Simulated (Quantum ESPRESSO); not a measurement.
## Equation of state of zinc-blende SiC (space group 216): energy against volume (Quantum ESPRESSO, PBEsol)

```yaml
crystal:
  lattice:
    - [0.00000, 2.11670, 2.11670]
    - [2.11670, 0.00000, 2.11670]
    - [2.11670, 2.11670, 0.00000]
  atoms:
    - { symbol: Si, position: [0.00000, 0.00000, 0.00000] }
    - { symbol: C, position: [0.75000, 0.75000, 0.75000] }
```

Computed with PBEsol, GBRV 1.5 ultrasoft (PBESOL) pseudopotentials (plane waves; Quantum ESPRESSO 7.5). Settings: ecutwfc = 52 Ry; ecutrho = 260 Ry; occupations = smearing; smearing = fd; degauss = 0.000734986 Ry; potentials = {Si: si_pbesol_v1.uspp.F.UPF, C: c_pbesol_v1.2.uspp.F.UPF}; K_POINTS = automatic 13 13 13 0 0 0; conv_thr = 1e-10 Ry; mixing_beta = 0.7. The cell above is the first row's. The rows scale it uniformly. In all rows fractional positions and the k mesh are held. E is the free energy at the stated smearing, counted from the lowest row.

```
V (Å^3/atom)  E (meV/atom)
------------  ------------
9.484                56.19
9.690                31.24
9.896                14.03
10.102                3.83
10.308                0.00
10.515                1.94
10.721                9.12
10.927               21.05
11.133                   ?
```

Taking the third-order Birch-Murnaghan form, a cubic in V^(-2/3) for E over the 8 complete rows: With u = V^(-2/3) - 0.213, the rows have u = 0.010189, 0.007014, 0.003950, 0.000991, -0.001870, -0.004650, -0.007327, -0.009921. Least squares gives E = 1.834 + 1660.60·u + 361620·u² - 99632·u³. Residuals (row less fit): 0.000, 0.003, 0.001, -0.005, 0.006, -0.001, 0.000, 0.001; standard error 0.004 (degrees of freedom: 4). Its minimum lies at u = -0.002294, so V0 = (0.210706)^(-3/2) = 10.34. There d²E/du² = 724600 and d³E/du³ = -597800, so B0 = (4/9) × 10.34^(-7/3) × 724600 × 0.160218 = 222 GPa (the last factor turns the table's units into GPa), and B0' = 4 + (2/3) × 0.210706 × (-597800)/724600 = 3.9. The program's pressures in the fitted runs (not shown) pass through zero at V = 10.34, 0.01 % from this V0.

Task: Predict the withheld E at V = 11.133 from the fit, and compare with the calculation.

Result: u = -0.012433, so E = 1.834 + 1660.60 × (-0.012433) + 361620 × (-0.012433)² - 99632 × (-0.012433)³ = 37.278 meV/atom. The calculation gives 37.28 meV/atom, which the fit meets to the printed digits. The row lies outside the fitted rows, so this is an extrapolation. From the scatter of the fitted rows alone, a prediction at this place has a standard error of 0.010 meV/atom, so the miss is 0.2 times that.

Carrying the step between the two nearest rows on in a straight line would have given 32.98, off by 4.30; series whose last step already gives the withheld value aren't shown. The scan was laid around a cell of about the measured size, scaled by a guess for this functional. This is the 3C polytype. The runs keep the symmetry of the cell, so they don't test it for distortions. Cutoffs and mesh are single choices, not tested for convergence of this quantity. Series with a scatter that would blur these digits, or in which a gap closes, are not shown. Nor are scans whose minimum lies at an end fitted in this form.
